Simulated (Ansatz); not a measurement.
Response to strain in hypothetical Ia-3 C

Take C (space group Ia-3, No. 206; a hypothetical phase, not in the database extracts checked) as the base.

```
CELL_PARAMETERS angstrom
     -2.22437     2.22437     2.22437
      2.22437    -2.22437     2.22437
      2.22437     2.22437    -2.22437
ATOMIC_POSITIONS crystal
  C  0.18858 0.18858 0.18858
  C  0.50000 0.00000 0.31142
  C  0.31142 0.50000 0.00000
  C  0.00000 0.31142 0.50000
  C  0.81142 0.81142 0.81142
  C  0.50000 0.00000 0.68858
  C  0.68858 0.50000 0.00000
  C  0.00000 0.68858 0.50000
```

Cartesian axes are those of the cell as printed.

Strains are applied to the cell and any free atomic positions relax; under stress the whole cell relaxes.

The values are results of PBEsol (Ansatz, a quantum-chemistry and plane-wave program; PAW; 420 eV plane waves; no SOC), not measurements.

Notes on the quantities. energy relative to the base: free energy F.

| change | energy relative to the base | shortest interatomic distance | band gap |
|---|---|---|---|
| base | 0 meV/atom | 1.453 Å | 2.30 eV |
| uniaxial strain ε_yy = −2.89 % | +17 meV/atom | 1.446 Å | 2.08 eV |
| tensor shear ε_yz = +0.13 % | +0.1 meV/atom | 1.454 Å | 2.29 eV |
| uniaxial stress, 1 GPa compression along x | 0.0 meV/atom | 1.453 Å | 2.29 eV |

Stability under load was not tested beyond the relaxation.
